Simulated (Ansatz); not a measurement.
WS2: pressure series

The reference is WS₂ in the 2H-MoS2 type structure (space group P6_3/mmc, No. 194; a = 3.1541 Å, c = 12.1373 Å; layered, stacked along the Cartesian z axis).

Cell and atoms are relaxed at each pressure.

All numbers come from PBE-D3(BJ) (Ansatz, a program for electronic structure), spin-orbit coupling left out.

Candidates:
(a) pressure 0.7 GPa
(b) pressure 5 GPa
(c) pressure 3 GPa

Base values:

* **Smallest direct gap**: 1.83 eV

Task: Order them by smallest direct gap, lowest first.

Result: (a) pressure 0.7 GPa (1.84 eV), (c) pressure 3 GPa (1.89 eV), (b) pressure 5 GPa (1.93 eV)

With W present, leaving out spin-orbit coupling can change the band edges. Load acts through the strain it causes; cell and atoms are relaxed under it. No phonon test of stability was made. Competing high-pressure phases were not computed.
